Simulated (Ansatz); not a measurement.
Take Mg2Ge in the anti-fluorite structure (space group Fm-3m, No. 225) as the base.

```
Mg2Ge
1.0
    0.00000     3.18222     3.18222
    3.18222     0.00000     3.18222
    3.18222     3.18222     0.00000
Mg Ge
2 1
Direct
  0.25000   0.25000   0.25000
  0.75000   0.75000   0.75000
  0.00000   0.00000   0.00000
```

Method: Ansatz (an electronic-structure program) PBEsol, scalar-relativistic without spin-orbit coupling.

Before the change:

Band gap: 0.08 eV
Lattice parameter a: 6.364 Å

The change: a hydrostatic pressure of 22.5 GPa.

Q: How does this affect the band gap?

A: The band gap becomes zero (base: 0.08 eV).

Q: Predict the new lattice parameter a.

A: The lattice parameter a decreases by 0.5188 Å (6.364 Å → 5.846 Å).

Load acts through the strain it causes; cell and atoms are relaxed under it. Whether these cells are dynamically stable was not tested. Competing high-pressure phases were not computed. The final runs are not spin-polarised. A zero or small gap of Mg2Ge can be the functional's error rather than a property of the material.
